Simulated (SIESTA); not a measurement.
SIESTA run on NiS (R3m, 6 atoms in the cell): relaxation of cell and atoms.

Method: LDA PW92, numerical atomic orbitals DZP, PseudoDojo LDA standard norm-conserving potentials (rewritten from UPF to PSML) (SIESTA).

```xyz
6
Lattice="4.7883 2.7645 1.0501 -4.7883 2.7645 1.0501 0.0000 -5.5290 1.0501" Properties=species:S:1:pos:R:3 pbc="T T T"
Ni     1.2581     0.7264     1.5263
Ni    -1.2581     0.7264     1.5263
Ni     0.0000    -1.4527     1.5263
S      3.1805     1.8363     1.0732
S     -3.1805     1.8363     1.0732
S      0.0000    -3.6725     1.0732
```

Reference input (self-consistent single point, DFT, LDA PW92, numerical atomic orbitals DZP, PseudoDojo LDA standard norm-conserving potentials (rewritten from UPF to PSML)): XC.functional = LDA; XC.authors = PW92; potentials = PseudoDojo LDA standard; PAO.BasisSize = DZP; PAO.EnergyShift = 0.01 Ry; MeshCutoff = 400 Ry; kgrid.MonkhorstPack = 7 7 7; OccupationFunction = FD; ElectronicTemperature = 136 meV; MaxSCFIterations = 150; SCF.Mixer.Method = Pulay; SCF.Mixer.Weight = 0.1. This run's input differs from it in these lines:

```diff
@@ -45,2 +45,7 @@
 Diag.ParallelOverK           true
+MD.TypeOfRun                 FIRE
+MD.Steps                     40
+MD.MaxForceTol               0.02 eV/Ang
+MD.VariableCell              true
+MD.MaxStressTol              0.05 GPa
 WriteForces                  true
```

Log, with long lists cut:

```
        iscf     Eharris(eV)        E_KS(eV)     FreeEng(eV)     dDmax    Ef(eV) dHmax(eV)
   scf:    1   -14496.158933   -14556.989249   -14557.262115  0.912989 -1.531813 22.710793
   scf:    2   -14599.125995   -14582.756313   -14582.978725  0.246586 -2.760400  9.521841
   scf:    3   -14588.172351   -14587.534089   -14587.734825  0.161050 -3.502939  0.883985
   scf:    4   -14587.756912   -14587.692127   -14587.902498  0.050831 -3.646461  0.742548
   scf:    5   -14587.706036   -14587.711750   -14587.921744  0.014485 -3.723518  0.170743
   [... 6 lines left out ...]
   scf:   12   -14587.714767   -14587.714765   -14587.928065  0.000015 -3.729316  0.000330
   scf:   13   -14587.714777   -14587.714771   -14587.928065  0.000035 -3.729284  0.000215
   scf:   14   -14587.714773   -14587.714772   -14587.928065  0.000010 -3.729290  0.000171
   scf:   15   -14587.714771   -14587.714772   -14587.928065  0.000004 -3.729299  0.000138
SCF Convergence by DM+H criterion
max |DM_out - DM_in|         :     0.0000041873
max |H_out - H_in|      (eV) :     0.0001383907
SCF cycle converged after 15 iterations

Using DM_out to compute the final energy and forces

siesta: E_KS(eV) =           -14587.7148

siesta: E_KS - E_eggbox =    -14587.7148

siesta: Atomic forces (eV/Ang):
     1    0.112399    0.064893   -0.144343
     2   -0.112399    0.064893   -0.144343
     3   -0.000000   -0.129787   -0.144343
     4    0.046072    0.026599    0.147197
     5   -0.046072    0.026599    0.147197
     6    0.000000   -0.053199    0.147197
   Tot    0.000000   -0.000000    0.008562
   Max    0.147197
   Res    0.101798    sqrt( Sum f_i^2 / 3N )
   Max    0.147197    constrained

   [... lines left out ...]
siesta: Pressure (static):       -150.80665734  kBar
siesta: Pressure (total):       -150.80665734  kBar
No target stress found, assuming hydrostatic MD.TargetPressure.
Target stress (kBar)
outcell: Cell volume (Ang**3)        :     75.1129
        iscf     Eharris(eV)        E_KS(eV)     FreeEng(eV)     dDmax    Ef(eV) dHmax(eV)
siesta: Pressure (static):         -0.00481393  kBar
siesta: Pressure (total):         -0.00481393  kBar
outcell: Cell volume (Ang**3)        :     75.1129
siesta: FreeEng =    -14588.360404
   [... lines left out ...]
siesta:    -0.000147   -0.000001    0.000001
siesta:    -0.000001   -0.000147    0.000001
siesta:     0.000001    0.000001    0.000303

siesta: Cell volume =         75.112929 Ang**3

siesta: Pressure (static):
siesta:                Solid            Molecule  Units
siesta:          -0.00000003          0.00000052  Ry/Bohr**3
siesta:          -0.00000300          0.00004781  eV/Ang**3
siesta:          -0.00481393          0.07660273  kBar
```

The run converged. 

Summary of the result:
Free energy E − TS: -14588.3604 eV
Fermi level (on the code's own zero): -3.47 eV
Pressure: 0.00 GPa
Largest force (vector length): 0.007 eV/Å
Final cell: a = b = c = 5.431 Å, α = β = γ = 116.59°
Final volume per atom: 12.52 Å³
Relaxation steps: 35

The starting cell comes from a database of computed structures (which also holds hypothetical and non-ambient phases and stackings), without a prior relaxation at this level. Its lattice was rescaled by a random factor within 2.5 % of one. Spin polarisation is off, so a magnetic state, if there is one, cannot be reached. Values carry the incompleteness of an atom-centred basis.

Cost on one core of a shared machine: roughly 30 min.
